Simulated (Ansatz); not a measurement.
PtS₂ in the CdI2 type structure (space group P-3m1, No. 164; layered, stacked along the Cartesian z axis)

```
CELL_PARAMETERS angstrom
      3.55229     0.00000     0.00000
     -1.77615     3.07638     0.00000
      0.00000     0.00000     5.12797
ATOMIC_POSITIONS crystal
  Pt 0.00000 0.00000 0.00000
  S  0.33333 0.66667 0.23907
  S  0.66667 0.33333 0.76093
```

Level of theory: DFT with r2SCAN+rVV10, PAW potentials and a 500 eV plane-wave cutoff in Ansatz (a quantum-chemistry and plane-wave program), no spin-orbit coupling. Settings: 11×11×7 k-points, 0.05 eV Fermi–Dirac smearing.

```json
{
  "volume_per_atom": "18.68 Å³",
  "density": "7.68 g/cm³",
  "band_gap": "0.80 eV, indirect, Γ → k = (0, 0.273, 0.286) in the run's primitive reciprocal basis",
  "total_energy": "-4781.885 eV/atom (σ→0; compares only within this code and set-up)"
}
```

Spin-orbit coupling, missing from the scalar runs, can matter with Pt. Gaps are read on the SCF mesh and a high-symmetry path. Stability against distortions was not tested.
